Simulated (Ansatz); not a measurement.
Levels about the gap of amorphous B18Li24O39 (81 atoms in a cell of 843 Å³, 1.94 g/cm³; zone centre alone, so wide bands show as single levels with stretches between that a denser mesh fills), at the geometry that PBE relaxed, where it gives 0.0 GPa on a denser mesh. The participation number counts the atoms over which a state spreads; weights are charges in smoothed Voronoi cells. The levels come from a single point, so bond lengths are those of that geometry. Method of the levels: PBE, scalar-relativistic without spin-orbit coupling (Ansatz, a first-principles code). Sampling: the zone centre alone; Fermi-Dirac width 0.02 eV; no spin polarisation. At PBE the levels at the filled edge of the gap are localised (band-tail or defect states), and the nearest spread-out levels lie 5.2 eV apart at the zone centre.

It comes from a melt-quench run on a machine-learned potential (CHGNet), relaxed afterwards by DFT. O atoms were pushed apart under 1.9 Å during the dynamics, to hinder bonds among them. The hot cell started wider than the set density and was brought back towards it in steps. It is the lowest in DFT energy of 2 quenches. It is a model cell: composition and starting density were chosen by hand, and all elements were melted together. No dispersion term was used. Its density started from a set value of 1.96 and ended at 1.94 g/cm³. Cooling (nominally 260 K/ps over its main leg) ran many orders faster than in experiment, which tends to leave more defects and strain. A cell of this size samples the disorder only roughly. Volume and shape were free in the relaxation.

| E - E(highest filled), eV | filling | participation number | largest on | weight O | weight B | weight Li |
|---|---|---|---|---|---|---|
| -0.57 | filled | 7.1 | O, 4 neighbours | 0.89 | 0.04 | 0.06 |
| -0.45 | filled | 7.5 | O, 5 neighbours | 0.90 | 0.03 | 0.06 |
| -0.34 | filled | 12.3 | O, 4 neighbours | 0.89 | 0.03 | 0.08 |
| -0.26 | filled | 8.7 | O, 4 neighbours | 0.90 | 0.03 | 0.08 |
| -0.15 | filled | 12.2 | O, 4 neighbours | 0.90 | 0.02 | 0.07 |
| -0.05 | filled | 9.4 | O, 4 neighbours | 0.91 | 0.02 | 0.06 |
| 0.00 | filled | 5.3 | O, 4 neighbours | 0.91 | 0.02 | 0.07 |
| 4.51 | empty | 60.8 | Li, 3 neighbours | 0.41 | 0.20 | 0.38 |
| 5.40 | empty | 17.2 | B, 3 neighbours | 0.38 | 0.39 | 0.23 |
| 5.68 | empty | 33.6 | B, 3 neighbours | 0.39 | 0.34 | 0.27 |
| 5.85 | empty | 37.4 | B, 3 neighbours | 0.38 | 0.35 | 0.27 |
| 5.95 | empty | 27.9 | B, 3 neighbours | 0.38 | 0.44 | 0.18 |
| 5.99 | empty | 37.8 | B, 3 neighbours | 0.40 | 0.38 | 0.22 |
| 6.08 | empty | 52.1 | B, 3 neighbours | 0.43 | 0.31 | 0.26 |

Most localised among these is the filled level at +0.00 eV, on a O atom, which has 4 neighbours (B 1.36 Å, Li 1.85 Å, Li 2.01 Å, Li 2.32 Å).
